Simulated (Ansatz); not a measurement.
Ansatz (a first-principles code), DFT, PBE, plane waves, its default PAW files: Al(100) slab of 20 layers, 1x1 (Al20), unrelaxed, 20 atoms. Basis and mesh were picked for this test and aren't claimed converged.

```yaml
cell: 2.86, 2.86, 58.48 Å; 90, 90, 90°
task: single point
k mesh: 14×14×1
hamiltonian.xc: pbe
kind_of_files: paw
scf.occupations.method: fermi_dirac
scf.occupations.width: 0.1 eV
output.forces: true
memory maximum (--max-ram): 200GiB
accuracy: medium (default)
basis.precision: auto (default)
basis.xc_grid: 2 (default)
scf.eigensolver.kind: auto (default)
scf.mixing.algorithm: auto (default)
scf.mixing.preconditioner: auto (default)
scf.convergence.dr2_threshold: 1e-07 (default)
scf.lower_state_search: light (default)
k-points after symmetry: 36
bands_at_the_start: 50
electrons: 60
plane waves at Γ: 9383
cutoff (eV): 420
FFT grid: 20×20×400
symmetry_operations: 16
```

Machine: one whole node, Arm Neoverse V2, 96 cores on 1 socket, no SMT, 1 L3 cache group.

Each time is the median wall time of two to five repeats, run one at a time on the otherwise empty machine; start-up is included. Unless noted, each process is bound to its own block of adjacent cores. The build: release build for Arm (Neoverse V2), one process with threads; another build can shift the numbers. Scratch files lie in a memory file system.

Started as
```bash
OMP_NUM_THREADS=32 ANSATZ_TIMINGS=1 ansatz run --backend cpu --threads 32 --max-ram 200GiB --events-out run.ndjson --runs-dir run.runs --progress --plain run.yaml
```
(32 threads, --max-ram 200GiB) it takes 2.2 s and 6 SCF iterations.

Problem. Predict the time once the run is changed to --max-ram 1880MiB.

Solution. About 15 s (2 runs within 1 %): 6.8× as long. The largest move is in band solves (diag): 1.4 s to 11 s. The plan models 5.7 GiB in the first run and 1.8 GiB in the second, and the runs differ in these notices: eigensolver_not_converged, single_precision_ram_shed, slots_ram_shed, subspace_factor_ram_capped, xc_sum_core_ram_shed, xc_sum_sets_ram_shed. What the program resolved moves too: eigensolver slots from 32 to 1, band solver from band_cg to davidson, real-arithmetic solve from true to false. SCF iterations go from 6 to 7; applications of H to a band go from 30045 to 48591. Change in the result: energy under 0.001 meV/atom, forces (largest component) 0.026 meV/Å.

Keys are those of Ansatz 0.2.
